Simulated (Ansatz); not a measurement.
The parent structure is TaAgO₃ (space group R3c, No. 161).

```
TaAgO3
1.0
    2.73858     1.58112     4.60081
   -2.73858     1.58112     4.60081
    0.00000    -3.16223     4.60081
Ta O Ag
2 6 2
Cartesian
  0.00000   0.00000   0.00445
  0.00000   0.00000   6.90567
  0.37157   1.58088   8.05818
 -1.55487  -0.46865   8.05818
  1.18329  -1.11223   8.05818
  1.55528   0.46889   5.75778
 -0.37157  -1.58136   5.75778
 -1.18371   1.11247   5.75778
  0.00000   0.00000   3.45625
  0.00000   0.00000  10.35747
```

Cartesian axes are those of the cell as printed.

Computed with PBEsol/PAW in Ansatz (a program for electronic structure), no spin-orbit coupling.

Strains are applied to the cell and any free atomic positions relax; under biaxial strain the out-of-plane vector relaxes too.

One change was made to it. Results:

| quantity | base | after |
|---|---|---|
| energy relative to the base (free energy F) | 0 meV/atom | +21 meV/atom |
| band gap | 1.77 eV | 1.71 eV |
| pressure (mean of the normal stresses, compression positive) | 0.0 kbar | 116.6 kbar |

**Question.** Which of these changes matches the shifts?
(A) biaxial strain +2.98 %, plane normal [001], relaxed out of plane
(B) isotropic strain −1.71 %
(C) strain tensor (xx, yy, zz, yz, xz, xy) = (−0.21, +1.11, −0.62, +0.03, +0.53, −0.37) %
(D) biaxial strain −4.36 %, plane normal [001], relaxed out of plane

**Answer.** B, isotropic strain −1.71 %. For comparison, the band gap in the other runs: strain tensor (xx, yy, zz, yz, xz, xy) = (−0.21, +1.11, −0.62, +0.03, +0.53, −0.37) % gives 1.84 eV; biaxial strain −4.36 %, plane normal [001], relaxed out of plane gives 1.48 eV; biaxial strain +2.98 %, plane normal [001], relaxed out of plane gives 1.84 eV.

Spin-orbit coupling, missing from the scalar runs, can matter with Ta. Semilocal Kohn–Sham gaps tend to fall short of experiment. Whether these cells are dynamically stable was not tested.
